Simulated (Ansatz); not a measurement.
## HfO₂ (model structure, started from the CdI2 type, P-3m1, No. 164, 3 atoms in the cell)

All values below come from r²SCAN+rVV10 (Ansatz, an electronic-structure program, PAW).

Settings: plane-wave cutoff 560 eV, 12×12×8 k mesh (along the axes of the cell as run), Fermi–Dirac smearing 0.01 eV, scalar-relativistic PAW data made under PBE.

Cell (relaxed at this level):

```yaml
crystal:
  lattice:
    - [3.22658, 0.00000, 0.00000]
    - [-1.61329, 2.79430, 0.00000]
    - [0.00000, 0.00000, 4.55601]
  atoms:
    - { symbol: Hf, position: [0.00000, 0.00000, 0.00000] }
    - { symbol: O, position: [0.33333, 0.66667, 0.21083] }
    - { symbol: O, position: [0.66667, 0.33333, 0.78917] }
```

```yaml
band_gap: 4.93 eV (on the SCF k mesh)
direct gap at Γ: 5.70 eV
```

Note: the relaxation could raise the start's symmetry but not lower it, so the cell can be a saddle point.

Spin–orbit coupling is not included.

Computed values are for the static lattice.

Computing time: very roughly 2.4 core-minutes.

A model structure was made by putting elements into a prototype or built by hand; it is no filed structure, need not be a known phase, and can be a saddle point held by its symmetry.
